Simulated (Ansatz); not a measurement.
For Hf2Si (I4/mcm, No. 140, 6 atoms in the cell; start mp-9938), PBEsol in Ansatz (PAW) gives:

```
Quantity               Value
-------------------  -------
lattice constant a   6.511 Å
lattice parameter c  5.143 Å
```

### Question
What does r²SCAN+rVV10 (Ansatz, a quantum-chemistry and plane-wave program, plane waves, PAW) give for the same quantities?

### Answer

- lattice constant a: 6.541 Å (goes up by 0.5 %)
- lattice parameter c: 5.155 Å (increases by 0.2 %)

Changes are worked out from the printed values.

Unless a cell is named, each level is at its own relaxed cell (PBEsol 18.17, r²SCAN+rVV10 18.38 Å³/atom).

Levels without +SOC leave out spin–orbit coupling, which shifts energies and cells of such heavy elements.

Caveats: the relaxation could not lower the start's symmetry, so the cell can be a saddle point above a distorted one (PBEsol, r²SCAN+rVV10). Ansatz's density-functional and Hartree–Fock values are scalar-relativistic unless marked +SOC, with PAW data made under PBE.

A start named mp-… is a Materials Project structure, which need not be a measured phase.
